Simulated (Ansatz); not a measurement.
The parent structure is LaN in the zinc blende structure (space group F-43m, No. 216; a = 5.613 Å; a hypothetical phase, not in the database extracts checked).

(Cell as relaxed with PBE.)

Levels (all Ansatz, an electronic-structure program, PAW): PBE (420 eV, spin-orbit coupling left out); PBEsol (420 eV, no SOC).

Each level relaxes its own structure.

```csv
quantity,PBE,PBEsol
volume per atom,22.10 Å³,?
lattice parameter a,5.613 Å,?
band gap,1.17 eV,?
gap character,"indirect, X → Γ",?
electron mass,0.40 mₑ,?
"hole mass (degenerate bands, along [100])",0.75 mₑ,?
```

What does PBEsol give?


- volume per atom, PBEsol: 21.33 Å³
- lattice parameter a, PBEsol: 5.546 Å
- band gap, PBEsol: 1.07 eV
- gap character, PBEsol: indirect, X → Γ
- electron mass, PBEsol: 0.39 mₑ
- hole mass (degenerate bands, along [100]), PBEsol: 0.79 mₑ

PBE's volume per atom lies 0.77 Å³ above PBEsol's (3.6 %); PBE's lattice parameter a lies 0.0663 Å above PBEsol's (1.2 %); PBE's band gap lies 0.10 eV above PBEsol's; the two agree on the gap character. Neither level is exact; PBEsol is the comparison here, not a measurement.

Effective masses come from finite differences of ±0.01 Å⁻¹. Whether these cells are dynamically stable was not tested.
